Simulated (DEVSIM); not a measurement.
Device: abrupt InP p-n junction, at 300 K.

| layer (left to right) | material | thickness (μm) | Nd (cm⁻³) | Na (cm⁻³) | τn (s) | τp (s) |
|---|---|---|---|---|---|---|
| 1 | InP | 1.80 | - | 4.9e15 | 3e-9 | 3e-9 |
| 2 | InP | 37.0 | 1.2e14 | - | 3e-9 | 3e-9 |

Left contact: ohmic. Right contact: ohmic. Voltage is applied to the left contact. Recombination: SRH at mid-gap. Mobility is μmin + (μ − μmin)/(1 + (N/Nref)^α).

This is a model device: material constants are rounded textbook-type values typed into the input, and sizes, dopings and lifetimes were drawn at random. Values at 300 K.

```
parameter         InP
-------------  ------
gap (eV)        1.344
affinity (eV)    4.38
permittivity     12.5
Nc (cm⁻³)      5.7e17
Nv (cm⁻³)      1.1e19
μn (cm²/Vs)      5200
μp (cm²/Vs)       170
μn,min            400
μp,min             10
Nref,n           3e17
Nref,p         4.9e17
αn               0.47
αp               0.62
```

DEVSIM, 1D drift-diffusion, Boltzmann statistics, complete ionisation; no tunnelling, impact ionisation, image-force lowering or self-heating.

The minority lifetime in layer 2 was swept, all else fixed.

| minority lifetime in layer 2 (s) | dark forward voltage at 1 A/cm² (V) |
|---|---|
| 9e-11 | 0.858 |
| 3e-10 | 0.861 |
| 9e-10 | ? |
| 3e-9 | 0.873 |
| 9e-9 | 0.880 |
| 3e-8 | 0.885 |
| 9e-8 | 0.886 |

### Question
Fill in the missing entries.

### Answer

- 9e-10, dark forward voltage at 1 A/cm² (V): 0.866
